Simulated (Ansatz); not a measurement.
Short convergence ladders for Sb (R-3m, 2 atoms in the cell)

```
CELL_PARAMETERS angstrom
      3.97713    -2.16578     0.00000
      3.97713     2.16578     0.00000
      2.79774     0.00000     3.56101
ATOMIC_POSITIONS crystal
  Sb 0.23791 0.23791 0.23791
  Sb 0.76650 0.76650 0.76650
```

Base method: PBEsol, PAW files made with PBE (plane waves; Ansatz, a program for electronic structure).

Base settings: basis.ecutwfc = 420 eV; kpoints.mp_grid.grid = 9 9 9; hamiltonian.xc = pbesol; hamiltonian.pseudopotentials = {kind: paw} (the program's default PAW files); scf.occupations.method = fermi_dirac; scf.occupations.width = 0.1 eV.

The count of work is k-points × plane waves × bands × iterations; it is no time. 

**The width of Fermi-Dirac smearing**

In this ladder: kpoints.mp_grid.grid = 15 15 15.

Narrow widths need finer meshes than wide ones, so the last steps can hold mesh noise.

Only quantities that move along the ladder and can be compared are tabulated; pressure and forces are left out, as mesh noise rules them at narrow widths.

```tsv
scf.occupations.width	free energy less the last step's (meV/atom)	energy extrapolated to zero width less the last step's (meV/atom)
1 eV	-834.24	101.54
0.5 eV	-162.36	35.23
0.3 eV	-43.41	12.46
0.2 eV	-13.33	4.66
0.1 eV	0.00	0.00
```

Widest scf.occupations.width that holds the energy extrapolated to zero width within 2 meV/atom: not settled: the last two steps still differ by 4.7 meV/atom, over half the tolerance, so the ladder does not show it.

Widest scf.occupations.width that holds the free energy within 5 meV/atom: not settled: the last two steps still differ by 13 meV/atom, over half the tolerance, so the ladder does not show it.

The extrapolation to zero width removes most of the smearing's effect on the energy.

**The width of Methfessel-Paxton smearing**

In this ladder: kpoints.mp_grid.grid = 15 15 15; scf.occupations.method = methfessel_paxton.

Narrow widths need finer meshes than wide ones, so the last steps can hold mesh noise.

Only quantities that move along the ladder and can be compared are tabulated; pressure and forces are left out, as mesh noise rules them at narrow widths.

| scf.occupations.width | free energy less the last step's (meV/atom) |
|---|---|
| 1 eV | 23.15 |
| 0.5 eV | 5.68 |
| 0.3 eV | 1.44 |
| 0.2 eV | 0.36 |
| 0.1 eV | 0.03 |
| 0.05 eV | 0.00 |

Widest scf.occupations.width that holds the free energy within 2 meV/atom of the last step, with all finer ones: 0.3 eV; the step before is off by 5.7 meV/atom.

**The mesh under tetrahedron occupations**

In this ladder: scf.occupations.method = tetrahedron; scf.occupations.width = default.

Only quantities that move along the ladder and can be compared are tabulated.

```tsv
kpoints.mp_grid.grid	free energy less the last step's (meV/atom)	pressure (GPa)	largest difference of a force vector from the last step's (eV/Å)	count of work / last
4 4 4	-19.12	-1.48	0.229	0.011
5 5 5	-18.45	-1.51	0.165	0.016
6 6 6	-4.60	-1.22	0.139	0.031
7 7 7	-10.75	-1.40	0.050	0.043
9 9 9	-3.97	-1.36	0.039	0.071
11 11 11	-2.14	-1.41	0.021	0.14
14 14 14	-0.88	-1.41	0.009	0.28
17 17 17	-0.40	-1.41	0.002	0.48
22 22 22	0.00	-1.42	0.000	1.0
```

Coarsest kpoints.mp_grid.grid that holds the forces within 0.005 eV/Å of the last step, with all finer ones: 17 17 17; the step before is off by 0.009 eV/Å.

Coarsest kpoints.mp_grid.grid that holds the free energy within 5 meV/atom of the last step, with all finer ones: 9 9 9, at 0.071 of the last step's count of work; the step before is off by 11 meV/atom.

Coarsest kpoints.mp_grid.grid that holds the pressure within 0.1 GPa of the last step, with all finer ones: 7 7 7, at 0.043 of the last step's count of work; the step before is off by 0.20 GPa.

Two neighbours can agree and both be off: 4 4 4 and 5 5 5 differ by 0.67 meV/atom in the free energy, yet lie about 18 meV/atom from the last step.

On the base run: the starting cell has typed, rounded lattice constants, without a prior relaxation at this level. Its lattice was rescaled by up to half a per cent. One atom was moved a little off its site on purpose. Ansatz's pressure includes its estimate of the finite-basis (Pulay) stress.

Left out of this page: 4 runs of the series outside the window shown, repeating another row's setting, or not comparable.

Keys are those of Ansatz 0.2.
